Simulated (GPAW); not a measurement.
**σyy against uniaxial strain in bcc Ta (space group 229): C12 (GPAW, LDA)**

```xyz
1
Lattice="-1.6017 1.6261 1.6261 1.6017 -1.6261 1.6261 1.6017 1.6261 -1.6261" Properties=species:S:1:pos:R:3 pbc="T T T"
Ta     0.0000     0.0000     0.0000
```

Method of the run: LDA (Perdew-Wang 92), GPAW PAW datasets LDA (gpaw-data 1.0.1) (plane waves; GPAW 25.7.0). Settings: mode = pw; ecut = 585 eV; xc = LDA; kpts = 38 38 38; mesh shift (steps) = 0 0 0; occupations.name = fermi-dirac; occupations.width = 0.05 eV; nbands = -5; convergence.density = 1e-06 e/electron; convergence.energy = 1e-06 eV/electron; symmetry.symmorphic = false; symmetry.tolerance = 0.0005; maxiter = 120. The cell above is the first row's. The rows stretch one cube axis (x) by the strain ε and hold the other two. Stress is positive in tension. In all rows the k mesh is held.

| ε (%) | σyy (GPa) |
|---|---|
| -1.5 | ? |
| -1.0 | -1.88 |
| -0.5 | -0.97 |
| 0.0 | -0.08 |
| 0.5 | 0.77 |
| 1.0 | 1.61 |
| 1.5 | 2.43 |
| 2.0 | 3.23 |

Task: Using a parabola, estimate the missing σyy at ε = -1.5 from the other rows, showing the fit.

Result: Least squares gives σyy = -0.088 + 1.7452·ε - 0.0438·ε². Residuals (row less fit): -0.003, 0.002, 0.008, -0.004, -0.003, -0.001, 0.003; standard error 0.005 (degrees of freedom: 4). The slope at ε = 0, 1.7452 GPa per cent, gives C12 ≈ 100 × 1.7452 = 175 GPa, for the static lattice. At the withheld row, σyy = -0.088 + 1.7452 × (-1.5) - 0.0438 × (-1.5)² = -2.804 GPa. The calculation gives -2.82 GPa, 0.016 GPa below the prediction (0.3 % of the range of σyy in the table). The row lies outside the fitted rows, so this is an extrapolation. From the scatter of the fitted rows alone, a prediction at this place has a standard error of 0.010 GPa, so the miss is 1.7 times that.

Carrying the step between the two nearest rows on in a straight line would have given -2.79, off by 0.03; series whose last step already gives the withheld value aren't shown. The reference cell has the volume at which an earlier scan in this program and functional put its minimum by a fit. The unstrained cell stands at a pressure of 0.08 GPa, and the constants belong to that pressure. Spin polarisation is off. Spin-orbit coupling is off. Without a gap such slopes are sensitive to mesh and smearing. Cutoffs and mesh are single choices, not tested for convergence of this quantity. Series with a scatter that would blur these digits, or in which a gap closes, are not shown. Strain series were run only where this level's volume lies within 10 % of a first guess from the measured size.
